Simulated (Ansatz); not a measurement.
For MgO (model structure, started from the CsCl type, Pm-3m, No. 221, 2 atoms in the cell), LDA (PAW; Ansatz, a quantum-chemistry and plane-wave program) gives:

- lattice parameter a = 2.598 Å
- cohesive energy = 5.09 eV/atom
- band gap = 2.85 eV

### Question
What does r²SCAN+rVV10 in Ansatz (PAW) give for the same quantities?

### Answer

- lattice constant a: 2.618 Å (increases by 0.8 %)
- cohesive energy: 4.55 eV/atom (decreases by 0.54 eV/atom)
- band gap: 3.52 eV (goes up by 0.67 eV)

Changes are worked out from the printed values.

Unless a cell is named, each level is at its own relaxed cell (LDA 8.77, r²SCAN+rVV10 8.97 Å³/atom).

Density-functional gaps are differences of (generalised) Kohn–Sham levels.

Ansatz's density-functional and Hartree–Fock values are scalar-relativistic unless marked +SOC, with PAW data made under PBE.

A model structure was made by putting elements into a prototype or built by hand; it is no filed structure, need not be a known phase, and can be a saddle point held by its symmetry.
